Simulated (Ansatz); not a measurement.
**A15 Mo₃Si: elastic constant C12 by level of theory**

No measured value is used here.

```
level (code)     value (GPa)  cell (Å³/atom)
---------------  -----------  --------------
LDA (Ansatz)             158           14.12
PBEsol (Ansatz)          150           14.36
r²SCAN (Ansatz)          148           14.57
```

Each level is taken at its own relaxed cell. Cutoffs differ between the levels. Ansatz's density-functional and Hartree–Fock values are scalar-relativistic unless marked +SOC, with PAW data made under PBE.

Ansatz is a first-principles code.
